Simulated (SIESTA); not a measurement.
Input and output of a self-consistent single point for K (Im-3m, 1 atom in the cell) (SIESTA).

Method: GGA PBE, numerical atomic orbitals DZP, PseudoDojo PBE standard norm-conserving potentials (rewritten from UPF to PSML) (SIESTA).

```
K
1.0
   -2.65320     2.65320     2.65320
    2.65320    -2.65320     2.65320
    2.65320     2.65320    -2.65320
K
1
Cartesian
  0.00000   0.00000   0.00000
```

Reference input (self-consistent single point, DFT, GGA PBE, numerical atomic orbitals DZP, PseudoDojo PBE standard norm-conserving potentials (rewritten from UPF to PSML)): XC.functional = GGA; XC.authors = PBE; potentials = PseudoDojo PBE standard; PAO.BasisSize = DZP; PAO.EnergyShift = 0.005 Ry; MeshCutoff = 300 Ry; kgrid.MonkhorstPack = 9 9 9; OccupationFunction = FD; ElectronicTemperature = 100 meV; MaxSCFIterations = 150; SCF.Mixer.Method = Pulay; SCF.Mixer.Weight = 0.2. This run's input differs from it in these lines:

```diff
@@ -26,8 +26,9 @@
 %block kgrid.MonkhorstPack
-    9   0   0  0.0
-    0   9   0  0.0
-    0   0   9  0.0
+   15   0   0  0.0
+    0  15   0  0.0
+    0   0  15  0.0
 %endblock kgrid.MonkhorstPack
-OccupationFunction           FD
-ElectronicTemperature        100.0 meV
+OccupationFunction           MP
+OccupationMPOrder            0
+ElectronicTemperature        200.0 meV
```

The program printed (abridged):

```
        iscf     Eharris(eV)        E_KS(eV)     FreeEng(eV)     dDmax    Ef(eV) dHmax(eV)
   scf:    1     -817.194640     -817.436432     -817.451180  0.577943 -2.816212  1.460868
   scf:    2     -817.457528     -817.447150     -817.461901  0.021878 -2.836726  1.089062
   scf:    3     -817.470290     -817.460010     -817.474768  0.061137 -2.896732  0.013068
   scf:    4     -817.459940     -817.459979     -817.474741  0.003572 -2.905873  0.053024
   scf:    5     -817.460032     -817.460008     -817.474770  0.002889 -2.903208  0.000778
   scf:    6     -817.460008     -817.460008     -817.474770  0.000047 -2.903166  0.000091
SCF Convergence by DM+H criterion
max |DM_out - DM_in|         :     0.0000472681
max |H_out - H_in|      (eV) :     0.0000913966
SCF cycle converged after 6 iterations

Using DM_out to compute the final energy and forces

siesta: E_KS(eV) =             -817.4600

siesta: E_KS - E_eggbox =      -817.4600

siesta: Atomic forces (eV/Ang):
     1    0.000000   -0.000000    0.000000
   Tot    0.000000   -0.000000    0.000000
   Max    0.000000
   Res    0.000000    sqrt( Sum f_i^2 / 3N )
   Max    0.000000    constrained

Stress tensor Voigt[x,y,z,yz,xz,xy] (kbar):       -1.93       -1.93       -1.93        0.00        0.00        0.00
(Free)E + p*V (eV/cell)     -817.3846
Target enthalpy (eV/cell)     -817.4748

siesta: Program's energy decomposition (eV):
siesta: FreeEng =      -817.474770

siesta: Stress tensor (static) (eV/Ang**3):
   [... lines left out ...]
siesta: Cell volume =         74.708490 Ang**3
siesta:           1.93306713          1.93306713  kBar
   [... lines left out ...]

mulliken: Atomic and Orbital Populations:

Species: K
Atom  Qatom  Qorb
               3s      4s      4s      3py     3pz     3px     4py     4pz
               4px
   1  9.000   1.993   0.606   0.053   2.020   2.020   2.020   0.096   0.096
              0.096

mulliken: Qtot =        9.000

Mulliken Atomic Populations:
Atom #   charge [q] valence [e]  Species
     1     0.000000    9.000000  K
 Total     0.000000
```

The run converged in 6 iterations. Against the reference run the free energy rises by 6.5 meV/atom and the pressure stays at 0.19 GPa.

The starting cell has typed, rounded lattice constants, without a prior relaxation at this level. Its lattice was rescaled by up to half a per cent. Values carry the incompleteness of an atom-centred basis.
